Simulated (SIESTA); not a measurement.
Band structure of FeNi3 (Pm-3m, 4 atoms in the cell).

```
CELL_PARAMETERS angstrom
      3.51042     0.00000     0.00000
      0.00000     3.51042     0.00000
      0.00000     0.00000     3.51042
ATOMIC_POSITIONS crystal
  Fe 0.00000 0.00000 0.00000
  Ni 0.00000 0.50000 0.50000
  Ni 0.50000 0.00000 0.50000
  Ni 0.50000 0.50000 0.00000
```
Moments meant for the start (each program seeds them in its own way; μB, in the order of the atoms Fe Ni Ni Ni): 4.0 2.0 2.0 2.0.

Method of the run: SIESTA with GGA PBE, numerical atomic orbitals DZP, PseudoDojo PBE standard norm-conserving potentials (rewritten from UPF to PSML).

Settings: XC.functional = GGA; XC.authors = PBE; potentials = PseudoDojo PBE standard; PAO.BasisSize = DZP; PAO.EnergyShift = 0.01 Ry; MeshCutoff = 350 Ry; kgrid.MonkhorstPack = 6 6 6; OccupationFunction = FD; ElectronicTemperature = 0.1 eV; Spin = polarized; DM.InitSpin = [1 +4.00, 2 +2.00, 3 +2.00, 4 +2.00]; MaxSCFIterations = 150; SCF.Mixer.Method = Pulay; SCF.Mixer.Weight = 0.1.

The starting cell comes from a database of computed structures (which also holds hypothetical and non-ambient phases and stackings), without a prior relaxation at this level. The magnetic order is the one reached from the typed start; others were not searched systematically. Values carry the incompleteness of an atom-centred basis.

Levels in eV from the Fermi level, bands 34 to 39 of the first spin channel:
```json
[
 {"point": "Γ", "34": "-0.74", "35": "-0.68", "36": "-0.68", "37": "-0.68", "38": "2.11", "39": "2.11"},
 {"point": "X", "34": "-1.57", "35": "-1.50", "36": "-1.10", "37": "-0.74", "38": "-0.68", "39": "7.67"},
 {"point": "M", "34": "-1.82", "35": "-1.62", "36": "-1.55", "37": "0.74", "38": "0.74", "39": "0.78"},
 {"point": "R", "34": "-0.85", "35": "-0.85", "36": "-0.85", "37": "-0.73", "38": "-0.73", "39": "-0.73"}
]
```

Bands cross the Fermi level along this path, so the cell is metallic at this level.

Higher empty bands are left out: an atom-centred basis made for the valence describes them poorly.

The net moment of the cell came out as 4.93 μB.
